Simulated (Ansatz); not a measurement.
## What pressure 2.1 GPa does to Al2Cu

Start from Al2Cu (space group I4/mcm, No. 140; a = 6.060 Å, c = 4.875 Å).

The change: cell and atoms relaxed at a pressure of 2.1 GPa.

Level of theory: PBE/PAW in Ansatz (a first-principles code), without spin-orbit coupling. Γ-centred 12×12×12 mesh, Fermi–Dirac width 0.05 eV.

Volume per atom: 14.62 Å³ (base 14.92 Å³)
Density: 4.45 g/cm³ (base 4.36 g/cm³)
Lattice parameter a: 6.020 Å (base 6.060 Å)
c/a ratio: 0.804 (base 0.804)
Shortest interatomic distance: 2.420 Å (base 2.437 Å)
Enthalpy H = E + PV relative to the base's energy: +0.19 eV/atom
Band gap: zero (base zero)

Final structure:

```yaml
crystal:
  lattice:
    - [-3.01018, 3.01018, 2.41993]
    - [3.01018, -3.01018, 2.41993]
    - [3.01018, 3.01018, -2.41993]
  atoms:
    - { symbol: Al, position: [0.65806, 0.15806, 0.81613] }
    - { symbol: Al, position: [0.84194, 0.65806, 0.50000] }
    - { symbol: Al, position: [0.15806, 0.34194, 0.50000] }
    - { symbol: Al, position: [0.34194, 0.84194, 0.18387] }
    - { symbol: Cu, position: [0.25000, 0.25000, 0.00000] }
    - { symbol: Cu, position: [0.75000, 0.75000, 0.00000] }
```

Cost of the whole job for the changed cell (relaxation, final SCF and bands): roughly 40 core-seconds.

Load acts through the strain it causes; cell and atoms are relaxed under it. No phonon test of stability was made. All final runs are without spin polarisation.
